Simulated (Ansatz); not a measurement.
Results of r²SCAN+SOC (plane waves, PAW; Ansatz, a program for electronic structure) for LiNbO₃ (R-3, No. 148, 10 atoms in the cell; start mp-1078377; a measured phase of this formula has another space group).

Settings: plane-wave cutoff 560 eV, 6×6×6 k mesh, Fermi–Dirac smearing 0.01 eV, PAW data made under PBE.

Cell (relaxed with PBEsol):

```cif
data_Li6Nb6O18
_chemical_formula_sum 'Li6 Nb6 O18'
_space_group_name_H-M_alt 'R-3 :H'
_space_group_IT_number 148
_space_group_name_Hall '-R 3'
_cell_length_a 5.19500
_cell_length_b 5.19500
_cell_length_c 14.17707
_cell_angle_alpha 90.000
_cell_angle_beta 90.000
_cell_angle_gamma 120.000
loop_
_atom_site_label
_atom_site_type_symbol
_atom_site_symmetry_multiplicity
_atom_site_Wyckoff_symbol
_atom_site_fract_x
_atom_site_fract_y
_atom_site_fract_z
_atom_site_occupancy
Li1 Li 6 c 0.00000 0.00000 0.35681 1
Nb1 Nb 6 c 0.00000 0.00000 0.14447 1
O1 O 18 f 0.35016 0.04567 0.08877 1
```
(The calculation used a cell of 10 atoms; values per cell refer to that cell.)

### Question
Estimate the band gap and direct gap at Γ that the calculation returns.

### Answer

band gap: 4.44 eV (on the SCF k mesh)
direct gap at Γ: 5.10 eV

Note: cell and atoms aren't relaxed at this level (largest force component 0.14 eV/Å, pressure 1.2 GPa).

The computed numbers hold no vibrational or temperature effects.

A start named mp-… is a Materials Project structure, which need not be a measured phase.
